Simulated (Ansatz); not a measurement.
**Pressure series in NiSi2**

Consider NiSi2 (space group Fm-3m, No. 225; non-magnetic).

NiSi2 has the cubic space group Fm-3m (No. 225), Pearson symbol cF12. Cell: a = b = c = 5.4445 Å, α = β = γ = 90.00°. Ni on 4a is surrounded by 8 Si at 2.358 Å (cubic). Si on 8c has 4 Ni at 2.358 Å and 6 Si at 2.722 Å. (Neighbours: up to the widest gap in distance over summed covalent radii, below 1.35, at either atom; cation-cation and far metal-metal contacts left out.)
(The calculation used a cell of 3 atoms; values per cell refer to that cell.)

Cell and atoms are relaxed at each pressure.

Levels (all Ansatz, an electronic-structure program, PAW): PBE (420 eV, no SOC); r2SCAN (500 eV, no spin-orbit coupling).

The base cell above is that of PBE; each level relaxes its own structures.

```csv
case,"volume per atom, PBE","volume per atom, r2SCAN"
pressure −2 GPa,13.64 Å³,13.19 Å³
pressure −1 GPa,13.54 Å³,?
pressure 3 GPa,13.19 Å³,?
pressure 7 GPa,12.88 Å³,?
pressure 15 GPa,12.36 Å³,12.06 Å³
pressure 30 GPa,11.62 Å³,11.39 Å³
pressure 50 GPa,10.90 Å³,?
pressure 75 GPa,10.24 Å³,10.11 Å³
pressure 100 GPa,9.72 Å³,9.62 Å³
```

What belongs in the blanks?


- pressure −1 GPa, volume per atom, r2SCAN: 13.11 Å³
- pressure 3 GPa, volume per atom, r2SCAN: 12.80 Å³
- pressure 7 GPa, volume per atom, r2SCAN: 12.52 Å³
- pressure 50 GPa, volume per atom, r2SCAN: 10.73 Å³

PBE lies above r2SCAN in every row, by 0.10 Å³ to 0.45 Å³. They put the cases in the same order.

Load acts through the strain it causes; cell and atoms are relaxed under it. Stability against distortions was not tested. Competing high-pressure phases were not computed. Starting moments died away, wholly or in part, for the base; another magnetic solution may exist. The final runs are not spin-polarised.
